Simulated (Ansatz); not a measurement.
**WS2 under a change: pressure 9 GPa**

Take WS$_{2}$ in the 2H-MoS2 type structure (space group P6_3/mmc, No. 194; a = 3.1148 Å, c = 11.7731 Å; layered, stacked along the Cartesian z axis) as the base.

It is then changed as follows: cell and atoms relaxed at a pressure of 9 GPa.

Calculations: PBEsol-D3(BJ) in Ansatz (plane waves to 420 eV, PAW, no SOC). Γ-centred 12×12×3 mesh, Fermi–Dirac width 0.05 eV.

```csv
quantity,base,changed,shift
density,8.33 g/cm³,9.09 g/cm³,+0.766 g/cm³
c/a ratio,3.780,3.675,-0.105
shortest interatomic distance,4.514 bohr,4.473 bohr,-0.041 bohr
enthalpy H = E + PV relative to the base's energy,–,+0.88 eV/atom,–
band gap,0.65 eV,0.26 eV,-0.39 eV
gap character,"indirect, Γ → K–Γ (44 % along)","indirect, Γ → K–Γ (44 % along)",–
smallest direct gap,1.92 eV,1.59 eV,-0.33 eV
mean gap deformation potential ΔEg/Δln V,–,+4.5 eV,–
width of the top valence band,2.05 eV,2.30 eV,+0.25 eV
electron mass,"0.39 mₑ along c, 0.46 mₑ across (off the special points)","0.32 mₑ along c, 0.40 mₑ across (off the special points)",–
"valence-band top at Γ (three highest levels, from the VBM)","0.00, -1.26, -1.60 eV","0.00, -0.95, -2.09 eV",–
```

Final structure:

```
WS2
1.0
    3.05317     0.00000     0.00000
   -1.52658     2.64412     0.00000
    0.00000     0.00000    11.22054
W S
2 4
Direct
  0.33333   0.66667   0.25000
  0.66667   0.33333   0.75000
  0.33333   0.66667   0.60923
  0.66667   0.33333   0.10923
  0.66667   0.33333   0.39077
  0.33333   0.66667   0.89077
```

Spin-orbit coupling, missing from the scalar runs, can matter with W. Load acts through the strain it causes; cell and atoms are relaxed under it. Effective masses come from finite differences of ±0.01 Å⁻¹. No phonon test of stability was made. Competing high-pressure phases were not computed. A zero or small gap of WS2 under pressure 9 GPa can be the functional's error rather than a property of the material.

Ansatz is a quantum-chemistry and plane-wave program.
